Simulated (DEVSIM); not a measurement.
System: abrupt Ge p-n junction, at 300 K.

Layer 1 from the left is Ge, thickness (μm) 0.180, Na (cm⁻³) 1e17, τn (s) 3.1e-6, τp (s) 3.1e-6. Layer 2 from the left is Ge, thickness (μm) 1.50, Nd (cm⁻³) 2.2e14, τn (s) 3.1e-6, τp (s) 3.1e-6.

Left contact: ohmic. Right contact: ohmic. Voltage is applied to the left contact. Recombination: SRH at mid-gap, Auger. Mobility is μmin + (μ − μmin)/(1 + (N/Nref)^α).

Constants are typed, rounded textbook-type inputs, not results; the design itself was drawn at random and stands for no fabricated device. Values at 300 K.

Ge: gap (eV) 0.664, affinity (eV) 4, permittivity 16, Nc (cm⁻³) 1.04e19, Nv (cm⁻³) 6e18, μn (cm²/Vs) 3900, μp (cm²/Vs) 1900, μn,min 150, μp,min 100, Nref,n 2.6e17, Nref,p 4e17, αn 0.56, αp 0.6, Cn (cm⁶/s) 1e-31, Cp (cm⁶/s) 1e-31.

Model (solved in DEVSIM): 1D drift-diffusion, Boltzmann statistics, complete ionisation; no tunnelling, impact ionisation, image-force lowering or self-heating.

Problem. What does the simulation give for the largest field in the device at zero bias, the potential step across the device at zero bias, the dark forward voltage at 100 A/cm²?

Solution. largest field in the device at zero bias 15000 V/cm; potential step across the device at zero bias 0.280 V; dark forward voltage at 100 A/cm² 0.204 V.
